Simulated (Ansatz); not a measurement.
The parent structure is Al in the fcc (Cu type) structure (space group Fm-3m, No. 225; a = 3.9839 Å; relaxed with 0.1 eV smearing).

Computed with Kohn–Sham DFT with the LDA functional, run in Ansatz (a first-principles code) with PAW and 420 eV plane waves, spin-orbit coupling left out.

Base values:

- Pressure = 0.0 GPa

It is then changed as follows: every lattice vector is stretched by 1.50 %; the atoms relax in the strained cell.

Q: Predict the new energy relative to the base and pressure.

A: The energy grows by 7.9 meV/atom; the pressure goes from zero to -3.4 GPa.

Whether these cells are dynamically stable was not tested.
